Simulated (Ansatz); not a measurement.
**A computed series for TiO: pressure series**

Base system: TiO (space group C2/m, No. 12; a = 9.208 Å, b = 4.123 Å, c = 5.759 Å, α = 90.00°, β = 107.35°, γ = 90.00°).

Cell and atoms are relaxed at each pressure.

Method: PBEsol/PAW in Ansatz (an electronic-structure program), without spin-orbit coupling.

Notes on the quantities. enthalpy: H = E + PV relative to the base's energy.

```json
[
 {"variant": "base", "enthalpy": "–", "shortest interatomic distance": "1.971 Å", "density": "5.08 g/cm³"},
 {"variant": "pressure −2 GPa", "enthalpy": "-0.13 eV/atom", "shortest interatomic distance": "1.975 Å", "density": "5.03 g/cm³"},
 {"variant": "pressure −1 GPa", "enthalpy": "-0.07 eV/atom", "shortest interatomic distance": "1.973 Å", "density": "5.06 g/cm³"},
 {"variant": "pressure 0.3 GPa", "enthalpy": "+0.02 eV/atom", "shortest interatomic distance": "1.971 Å", "density": "5.09 g/cm³"},
 {"variant": "pressure 0.7 GPa", "enthalpy": "+0.05 eV/atom", "shortest interatomic distance": "1.970 Å", "density": "5.10 g/cm³"},
 {"variant": "pressure 1.5 GPa", "enthalpy": "+0.10 eV/atom", "shortest interatomic distance": "1.969 Å", "density": "5.12 g/cm³"},
 {"variant": "pressure 3 GPa", "enthalpy": "+0.19 eV/atom", "shortest interatomic distance": "1.966 Å", "density": "5.15 g/cm³"},
 {"variant": "pressure 5 GPa", "enthalpy": "+0.32 eV/atom", "shortest interatomic distance": "1.964 Å", "density": "5.20 g/cm³"},
 {"variant": "pressure 7.5 GPa", "enthalpy": "+0.48 eV/atom", "shortest interatomic distance": "1.960 Å", "density": "5.25 g/cm³"},
 {"variant": "pressure 10 GPa", "enthalpy": "+0.64 eV/atom", "shortest interatomic distance": "1.957 Å", "density": "5.31 g/cm³"}
]
```

Load acts through the strain it causes; cell and atoms are relaxed under it. No phonon test of stability was made. No other phases were tried under pressure. No Hubbard U is applied, and correlation can decide whether such a compound is a metal. All final runs are without spin polarisation.
